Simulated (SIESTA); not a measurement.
SIESTA run on CuNiO2 (C2/m, 4 atoms in the cell): relaxation of cell and atoms.

Level of theory: LDA PW92, numerical atomic orbitals DZP, PseudoDojo LDA standard norm-conserving potentials (rewritten from UPF to PSML) (SIESTA).

```
CuNiO2
1.0
    2.70601    -1.41131     0.00000
    2.70601     1.41131     0.00000
   -2.68483     0.00000     4.92926
Cu Ni O
1 1 2
Direct
  0.00000   0.00000   0.00000
  0.00000   0.00000   0.50000
  0.57092   0.57092   0.26870
  0.42908   0.42908   0.73130
```
Moments meant for the start (each program seeds them in its own way; μB, in the order of the atoms Cu Ni O O): 1.0 2.0 0.0 0.0.

Reference input (self-consistent single point, DFT, LDA PW92, numerical atomic orbitals DZP, PseudoDojo LDA standard norm-conserving potentials (rewritten from UPF to PSML)): XC.functional = LDA; XC.authors = PW92; potentials = PseudoDojo LDA standard; PAO.BasisSize = DZP; PAO.EnergyShift = 0.01 Ry; MeshCutoff = 350 Ry; kgrid.MonkhorstPack = 8 8 4; OccupationFunction = FD; ElectronicTemperature = 136 meV; Spin = polarized; DM.InitSpin = [1 +1.00, 2 +2.00, 3 +0.00, 4 +0.00]; MaxSCFIterations = 150. This run's input differs from it in these lines:

```diff
@@ -51,2 +51,7 @@
 Diag.ParallelOverK           true
+MD.TypeOfRun                 CG
+MD.Steps                     40
+MD.MaxForceTol               0.02 eV/Ang
+MD.VariableCell              true
+MD.MaxStressTol              0.05 GPa
 WriteForces                  true
```

Log, with long lists cut:

```
        iscf     Eharris(eV)        E_KS(eV)     FreeEng(eV)     dDmax    Ef(eV) dHmax(eV)
   scf:    1   -10067.285813   -10432.006875   -10432.236128  1.906653  1.805011 91.651565
     spin moment: {S} , |S| = {        0.0        0.0    0.57792 }     0.57792
   scf:    2   -10361.263085   -10550.944962   -10551.150916  0.989787  0.896405 53.737003
     spin moment: {S} , |S| = {        0.0        0.0    3.09893 }     3.09893
   scf:    3   -10629.225611   -10597.422790   -10597.644227  0.607245 -1.259046 26.090443
     spin moment: {S} , |S| = {        0.0        0.0    2.55367 }     2.55367
   [... lines left out ...]
     spin moment: {S} , |S| = {        0.0        0.0    1.05610 }     1.05610
   scf:   30   -10611.215696   -10611.215704   -10611.350091  0.000016 -3.287580  0.000208
     spin moment: {S} , |S| = {        0.0        0.0    1.05607 }     1.05607
   scf:   31   -10611.215696   -10611.215700   -10611.350091  0.000020 -3.287579  0.000132
     spin moment: {S} , |S| = {        0.0        0.0    1.05607 }     1.05607
   scf:   32   -10611.215692   -10611.215696   -10611.350091  0.000008 -3.287604  0.000081
     spin moment: {S} , |S| = {        0.0        0.0    1.05613 }     1.05613
SCF Convergence by DM+H criterion
max |DM_out - DM_in|         :     0.0000075742
max |H_out - H_in|      (eV) :     0.0000809120
SCF cycle converged after 32 iterations

Using DM_out to compute the final energy and forces

siesta: E_KS(eV) =           -10611.2157

siesta: E_KS - E_eggbox =    -10611.2157

siesta: Atomic forces (eV/Ang):
     1   -0.000000   -0.000000    0.000000
   [... lines left out ...]
siesta: Pressure (static):       -135.23316945  kBar
siesta: Pressure (total):       -135.23316945  kBar
No target stress found, assuming hydrostatic MD.TargetPressure.
Target stress (kBar)
outcell: Cell volume (Ang**3)        :     35.0718
        iscf     Eharris(eV)        E_KS(eV)     FreeEng(eV)     dDmax    Ef(eV) dHmax(eV)
siesta: Pressure (static):          2.96926283  kBar
siesta: Pressure (total):          2.96926283  kBar
outcell: Cell volume (Ang**3)        :     35.0718
siesta: FreeEng =    -10611.583268
   [... lines left out ...]
              0.122   0.815   0.678   1.007   0.627   0.857  -0.039  -0.030

             -0.052  -0.028  -0.044

Species: O
Atom  Qatom  Qorb
               2s      2s      2py     2pz     2px     2py     2pz     2px
               3Pdxy   3Pdyz   3Pdz2   3Pdxz   3Pdx2-y2
   3  3.192   0.822   0.037   0.830   0.821   0.789  -0.060  -0.052  -0.028
              0.007   0.006   0.008   0.006   0.007
   4  3.193   0.822   0.036   0.831   0.822   0.789  -0.061  -0.053  -0.028
              0.007   0.006   0.008   0.006   0.007

mulliken: Qtot =       24.134

Mulliken Atomic Populations:
Atom #   charge [q] valence [e]      Sz [e]  Species
     1     0.248246   18.751754   -0.055761  Cu
     2     0.643179   17.356821    0.665795  Ni
     3    -0.444820    6.444820    0.061475  O
     4    -0.446604    6.446604    0.061392  O
 Total    -0.000000                0.732901
```

The relaxation ended unconverged. 

The starting cell comes from a database of computed structures (which also holds hypothetical and non-ambient phases and stackings), without a prior relaxation at this level. Its lattice was rescaled by a random factor within 2.5 % of one. Values carry the incompleteness of an atom-centred basis.

Cost on one core of a shared machine: roughly 20 min.
